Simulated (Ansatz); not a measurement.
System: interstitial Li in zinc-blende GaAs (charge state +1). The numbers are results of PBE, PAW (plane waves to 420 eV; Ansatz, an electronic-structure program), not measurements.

Cell of 64 host sites held at the relaxed PBE lattice; one k-point at (0.250, 0.250, 0.250); Fermi-Dirac width 0.05 eV, spin-restricted; finite-size errors left in. Static, classical nuclei. PBE gaps are too small, and in this host the defect's levels may merge with the bands. The charge state is imposed; whether it is stable for some Fermi level was not computed. Sites that were not tried may lie lower.

Barriers: single points on a 2×2×2 k-point mesh shifted by half a step at the bands' geometries.

Relaxed starting cell (atoms counted from 1):

```xyz
65
Lattice="11.4913 0.0000 0.0000 0.0000 11.4913 0.0000 0.0000 0.0000 11.4913" Properties=species:S:1:pos:R:3 pbc="T T T"
Ga    -0.0409    -0.0390     0.0342
Ga    -0.0054    -0.0031     5.7372
Ga    -0.0018     5.7517     0.0003
Ga    -0.0406     5.7840     5.7026
Ga     5.7488     0.0011     0.0003
Ga     5.7821    -0.0385     5.7027
Ga     5.7850     5.7868     0.0369
Ga     5.7490     5.7511     5.7412
As     1.4264     1.4292     4.2985
As     1.4127     1.4148    10.0797
As     1.4410     7.1892     4.3004
As     1.4303     7.1918    10.0602
As     7.1869     1.4432     4.3003
As     7.1889     1.4332    10.0601
As     7.1824     7.1852     4.3063
As     7.1897     7.1920    10.0479
Ga    -0.0003     2.8740     2.8674
Ga    -0.0528     2.8739     8.6149
Ga    -0.0054     8.6197     2.8696
Ga    -0.0004     8.6182     8.6144
Ga     5.7454     2.8765     2.8701
Ga     5.7902     2.8771     8.6170
Ga     5.7501     8.6216     2.8711
Ga     5.7453     8.6202     8.6172
As     1.4301     4.3198     1.4410
As     1.4131     4.3384     7.1563
As     1.4412    10.0503     1.4390
As     1.4263    10.0492     7.1696
As     7.1900     4.3066     1.4418
As     7.1891     4.3196     7.1735
As     7.1822    10.0572     1.4344
As     7.1871    10.0506     7.1844
Ga     2.8711     0.0022     2.8677
Ga     2.8718    -0.0508     8.6148
Ga     2.8738     5.7474     2.8702
Ga     2.8744     5.7930     8.6178
Ga     8.6175    -0.0034     2.8697
Ga     8.6154     0.0025     8.6148
Ga     8.6192     5.7529     2.8714
Ga     8.6179     5.7474     8.6176
As     4.3173     1.4326     1.4414
As     4.3359     1.4152     7.1562
As     4.3045     7.1916     1.4417
As     4.3173     7.1913     7.1736
As    10.0483     1.4429     1.4390
As    10.0469     1.4286     7.1698
As    10.0545     7.1849     1.4346
As    10.0484     7.1888     7.1845
Ga     2.8742     2.8765     0.0435
Ga     2.8716     2.8739     5.6911
Ga     2.8741     8.6200    -0.0026
Ga     2.8713     8.6176     5.7435
Ga     8.6181     2.8757    -0.0026
Ga     8.6155     2.8733     5.7434
Ga     8.6187     8.6216     0.0030
Ga     8.6174     8.6193     5.7384
As     4.3184     4.3206     4.3007
As     4.3385     4.3411    10.0821
As     4.2994    10.0504     4.3004
As     4.3185    10.0507    10.0619
As    10.0480     4.3019     4.3003
As    10.0485     4.3206    10.0619
As    10.0525    10.0546     4.3048
As    10.0477    10.0504    10.0431
Li     2.8535     2.8561     8.5992
```
Cell charge +1.

End state 1 differs by these moves (Å; atoms that move under 0.08 Å are left out):

| atom | element | Δx | Δy | Δz |
|---|---|---|---|---|
| 8 | Ga | 0.06 | 0.07 | -0.07 |
| 22 | Ga | 0.03 | -0.08 | 0.07 |
| 36 | Ga | -0.08 | 0.03 | 0.07 |
| 50 | Ga | -0.08 | -0.08 | -0.03 |
| 65 | Li | 1.46 | 1.45 | -1.42 |

Give the forward and backward barriers to end state 1 at the level PBE, PAW.

forward 0.45 eV, backward 0.33 eV; at the saddle point atom 65 has neighbours 2 As at 2.43, As at 2.46; 3 Ga at 2.54 Å. The saddle point's order was not checked, and it lies on a symmetry element of the cell, where a band can be held.
